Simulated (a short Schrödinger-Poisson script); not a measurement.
System: symmetric double-gate stack, SiO2 on p-type GaN, at 300 K.

| layer | material | thickness (nm) | Na (cm⁻³) |
|---|---|---|---|
| 1 | SiO2 | 3.7 | - |
| 2 | GaN | 14 | 7e16 |
| 3 | SiO2 | 3.7 | - |

Constants are typed, rounded textbook-type inputs, not results; the design itself was drawn at random and stands for no fabricated device. SiO2: permittivity 3.9, conduction-band edge (eV) 3.2, gap (eV) 9, electron mass (mₑ) 0.5. GaN: permittivity 9.5, conduction-band edge (eV) 0, gap (eV) 3.43, Nv at 300 K (cm⁻³) 4.6e19.

Channel valleys (confinement mass, in-plane density-of-states mass, number): Γ 0.2, 0.2, 1. At the gates, both at one voltage, the conduction-band edge of layer 1 lies 3.33 eV − eVg above the Fermi level of the channel. Gaps are held at their typed values at every temperature. Mesh 0.03 nm at interfaces.

From a short Schrödinger-Poisson script (our own, NumPy): 1D Poisson equation in equilibrium, electrons quantum, Hartree (BenDaniel-Duke, 12 states a valley, the channel's in-plane mass for all, wave functions free to enter the dielectric), parabolic valleys, classical holes, full ionisation, no traps, pinning or gate leakage.

The same stack at other levels of the model or other numerical settings:

```json
[
 {"run": "base", "sheet density of all electrons at Vg = 2.4 V (cm⁻²)": "2.13e13", "sheet density of all electrons at Vg = 0.6 V (cm⁻²)": "3.95e12", "capacitance of both gates at Vg = 2.4 V (μF/cm²)": "1.60", "rough cost against the base": "about 1"},
 {"run": "electrons treated as classical, Boltzmann", "sheet density of all electrons at Vg = 2.4 V (cm⁻²)": "?", "sheet density of all electrons at Vg = 0.6 V (cm⁻²)": "4.68e12", "capacitance of both gates at Vg = 2.4 V (μF/cm²)": "1.82", "rough cost against the base": "0.04"},
 {"run": "electrons treated as classical, Fermi-Dirac", "sheet density of all electrons at Vg = 2.4 V (cm⁻²)": "?", "sheet density of all electrons at Vg = 0.6 V (cm⁻²)": "4.40e12", "capacitance of both gates at Vg = 2.4 V (μF/cm²)": "1.62", "rough cost against the base": "0.1"},
 {"run": "electrons treated as quantum, Hartree plus LDA exchange-correlation", "sheet density of all electrons at Vg = 2.4 V (cm⁻²)": "2.18e13", "sheet density of all electrons at Vg = 0.6 V (cm⁻²)": "?", "capacitance of both gates at Vg = 2.4 V (μF/cm²)": "1.62", "rough cost against the base": "2"},
 {"run": "mesh six times as coarse", "sheet density of all electrons at Vg = 2.4 V (cm⁻²)": "2.12e13", "sheet density of all electrons at Vg = 0.6 V (cm⁻²)": "3.94e12", "capacitance of both gates at Vg = 2.4 V (μF/cm²)": "1.60", "rough cost against the base": "0.3"}
]
```

Question: Fill in the missing entries.

Answer: 
- electrons treated as classical, Boltzmann, sheet density of all electrons at Vg = 2.4 V (cm⁻²): 2.46e13
- electrons treated as quantum, Hartree plus LDA exchange-correlation, sheet density of all electrons at Vg = 0.6 V (cm⁻²): 4.19e12
- electrons treated as classical, Fermi-Dirac, sheet density of all electrons at Vg = 2.4 V (cm⁻²): 2.23e13

The classical rows ignore confinement, and Boltzmann statistics overrate the density once the band edge passes the Fermi level.

In real p-type GaN the Mg acceptor is only partly ionised, and so wide a gap doesn't supply an inversion layer without source and drain.
